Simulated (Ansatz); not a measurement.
**Response to strain in CdS**

Take CdS in the zinc blende structure (space group F-43m, No. 216; a = 5.9267 Å) as the base.

Strains are applied to the cell and any free atomic positions relax.

Calculations: Ansatz (a first-principles code) PBE, no SOC.

Candidates:
(a) isotropic strain −3.00 %
(b) isotropic strain −2.50 %
(c) isotropic strain +1.00 %
(d) isotropic strain +2.00 %
(e) isotropic strain +2.50 %

Notes on the quantities. energy relative to the base: free energy F.

Task: Order them by energy relative to the base, lowest first.

Result: (c) isotropic strain +1.00 % (+3.8 meV/atom), (d) isotropic strain +2.00 % (+15 meV/atom), (e) isotropic strain +2.50 % (+22 meV/atom), (b) isotropic strain −2.50 % (+27 meV/atom), (a) isotropic strain −3.00 % (+39 meV/atom)

Whether these cells are dynamically stable was not tested.
